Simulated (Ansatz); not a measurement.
Start from CdI₂ in the CdI2 type structure (space group P-3m1, No. 164; a = 4.242 Å, c = 6.822 Å; layered, stacked along the Cartesian z axis). Axes: x lies along a and z along c of the hexagonal cell.

Computed with PBE-D3(BJ) in Ansatz (plane waves to 420 eV, PAW, no SOC).

Strains are applied to the cell and any free atomic positions relax; under biaxial strain the out-of-plane vector relaxes too.

One change was made to it. Results:

The shortest interatomic distance decreases by 0.018 Å (2.999 Å → 2.981 Å); the smallest direct gap increases by 0.05 eV, from 2.57 eV to 2.62 eV.

### Question
Which change produced these results?
A) biaxial strain +1.00 %, plane normal [001], relaxed out of plane
B) biaxial strain −1.00 %, plane normal [001], relaxed out of plane
C) biaxial strain +2.50 %, plane normal [001], relaxed out of plane
D) biaxial strain −2.00 %, plane normal [001], relaxed out of plane
E) biaxial strain +1.50 %, plane normal [001], relaxed out of plane

### Answer
D, biaxial strain −2.00 %, plane normal [001], relaxed out of plane. For comparison, the shortest interatomic distance in the other runs: biaxial strain −1.00 %, plane normal [001], relaxed out of plane gives 2.990 Å; biaxial strain +1.50 %, plane normal [001], relaxed out of plane gives 3.013 Å; biaxial strain +2.50 %, plane normal [001], relaxed out of plane gives 3.022 Å; biaxial strain +1.00 %, plane normal [001], relaxed out of plane gives 3.008 Å.

Spin-orbit coupling, missing from the scalar runs, can matter with I. No phonon test of stability was made.

Ansatz is an electronic-structure program.
